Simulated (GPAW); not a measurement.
Band structure of MgAl2C2 (P-3m1, 5 atoms in the cell).

```yaml
crystal:
  lattice:
    - [3.34691, 0.00000, 0.00000]
    - [-1.67345, 2.89851, 0.00000]
    - [0.00000, 0.00000, 5.74859]
  atoms:
    - { symbol: Mg, position: [0.00000, 0.00000, 0.00000] }
    - { symbol: Al, position: [0.66667, 0.33333, 0.35001] }
    - { symbol: Al, position: [0.33333, 0.66667, 0.64999] }
    - { symbol: C, position: [0.33333, 0.66667, 0.27008] }
    - { symbol: C, position: [0.66667, 0.33333, 0.72992] }
```

Method: PBEsol, GPAW PAW datasets PBEsol (made by gpaw-setup) (plane waves; GPAW).

Settings: mode = pw; ecut = 900 eV; xc = PBEsol; kpts = 8 8 4; mesh shift (steps) = 0 0 0; occupations.name = fermi-dirac; occupations.width = 0 eV; nbands = -8; convergence.density = 1e-05 e/electron; convergence.bands = -6; symmetry.symmorphic = false; symmetry.tolerance = 0.0005; maxiter = 120; bandpath_npoints = 40.

The starting cell comes from a database of computed structures (which also holds hypothetical and non-ambient phases and stackings), without a prior relaxation at this level. Its lattice was rescaled by a random factor within 2.5 % of one.

Q: Predict the gap along the standard path and the places of the band edges.

A: The gap along the path is 1.76 eV, from a point between K and Γ to a point between A|L and M|K; the smallest direct gap on it is 3.01 eV.

Levels in eV from the top of the valence band on the SCF mesh, bands 9 to 16:
```tsv
point	9	10	11	12	13	14	15	16
Γ	-1.08	-0.23	-0.18	-0.18	3.54	4.75	6.77	6.77
M	-3.75	-2.59	-2.18	-1.03	1.99	4.49	4.85	6.70
K	-4.80	-3.41	-2.67	-2.67	2.41	5.98	5.98	6.84
A	-0.90	-0.90	-0.39	-0.39	4.62	5.59	6.68	6.68
L	-2.38	-1.91	-1.59	-1.40	1.86	3.62	4.19	4.80
H	-5.35	-4.18	-1.11	-1.11	3.55	3.55	4.30	6.42
```
